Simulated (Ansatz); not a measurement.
Inside the gap of an insulator the Bloch states are evanescent, with a wavenumber k + iκ along the transport direction.

Here is the system:

```
CELL_PARAMETERS angstrom
      4.33742     0.00000     0.00000
     -2.16871     3.75631     0.00000
      2.16871     1.25210     3.54149
ATOMIC_POSITIONS crystal
  Pb 0.00000 0.00000 0.00000
  Se 0.00000 0.50000 0.50000
```

The cell was relaxed by PBE-D3(BJ); by r2SCAN it stands under a pressure of 1.2 GPa.

Transport runs along the normal of the first two printed cell vectors, the (111) plane of the conventional cell.

The gap is the functional's own. No spin-orbit coupling. Mid-gap values are those at the computed energy nearest the middle.

Question: Compute, with Ansatz (a quantum-chemistry and plane-wave program) with r2SCAN, the band gap and the smallest decay constant κ at mid-gap.

Answer: Gap 0.59 eV on a 10×10×10 mesh; κ = 0.080 1/Å, at (0.500, 0.000) of the in-plane reciprocal vectors. At the zone centre the slowest state has κ = 0.09 1/Å.
